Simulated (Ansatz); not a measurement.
P on the Si site (P_Si) in beta Si3N4: one set of geometries, relaxed with PBE, evaluated in Ansatz (PAW, plane waves to 420 eV, 500 eV under r2SCAN) with PBE, r2SCAN.

Details: 84-site cell; 2×2×2 shifted k-points; start: the Si(2,4-fold) site; charged states image-corrected; finite-size errors of tenths of an eV; flagged in the runs: a host whose relaxation on this sampling wasn't shown to rest, a strain field that reaches the edge of the cell.

| quantity | PBE | r2SCAN |
|---|---|---|
| host gap (eV) | 4.25 | [?] |
| ε(+1/0) above the VBM (eV), not thermodynamic with PBE | 3.71 | [?] |
| ε(0/−1) above the VBM (eV), not thermodynamic with PBE | 3.31 | [?] |
| neutral formation energy against black phosphorus, silicon (eV) | 4.66 | [?] |
| largest moment on one atom at charge 0 (μB) | 0.13 | [?] |

Given the lower rungs, what does r2SCAN give?


- host gap (eV), r2SCAN: 4.90
- ε(+1/0) above the VBM (eV), not thermodynamic with PBE, r2SCAN: 4.04
- ε(0/−1) above the VBM (eV), not thermodynamic with PBE, r2SCAN: 3.81
- neutral formation energy against black phosphorus, silicon (eV), r2SCAN: 4.96
- largest moment on one atom at charge 0 (μB), r2SCAN: 0.14

Ansatz is a quantum-chemistry and plane-wave program.
